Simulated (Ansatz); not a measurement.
Density of states of Ni3Ge (Pm-3m) near the Fermi level, PBEsol, rigid bands run with Ansatz (a quantum-chemistry and plane-wave program).

```
E − E_F (eV) | states/eV/cell
    -1.95 | ########## 5.68
    -1.85 | ###### 3.26
    -1.75 | ##### 2.64
    -1.65 | ###### 3.20
    -1.55 | ########### 5.89
    -1.45 | ############## 8.05
    -1.35 | ################# 9.53
    -1.25 | ############################## 16.8
    -1.15 | ############################# 16.3
    -1.05 | ################### 10.4
    -0.95 | ################### 10.9
    -0.85 | ################### 10.9
    -0.75 | ################## 9.87
    -0.65 | ############### 8.38
    -0.55 | ############# 7.17
    -0.45 | ###### 3.63
    -0.35 | ###### 3.58
    -0.25 | ########## 5.39
    -0.15 | ####### 4.17
    -0.05 | ##### 2.82
     0.05 | ## 1.33
     0.15 | # 0.74
     0.25 | ## 0.90
     0.35 | ## 1.13
     0.45 | ### 1.49
     0.55 | #### 2.28
     0.65 | ######## 4.22
     0.75 | ##### 2.89
     0.85 | #### 2.25
     0.95 | #### 1.98
     1.05 | ### 1.80
     1.15 | ### 1.66
     1.25 | ### 1.55
     1.35 | ### 1.47
     1.45 | ## 1.40
     1.55 | ## 1.34
     1.65 | ## 1.29
     1.75 | ## 1.25
     1.85 | ## 1.22
     1.95 | ## 1.19
```

Task: How far does the Fermi level move in a rigid band for 0.1 electron a cell added or removed?

Result: 56 meV and -40 meV.

A metal at this level (no band gap); rigid bands, thermally averaged at 300 K, both spins. Spin-orbit coupling is left out. Geometry: cell and atoms relaxed with PBEsol.

Treated as nonmagnetic (a ferromagnetic start lost its moment, other orders weren't tried): Ni3Ge (Pm-3m).
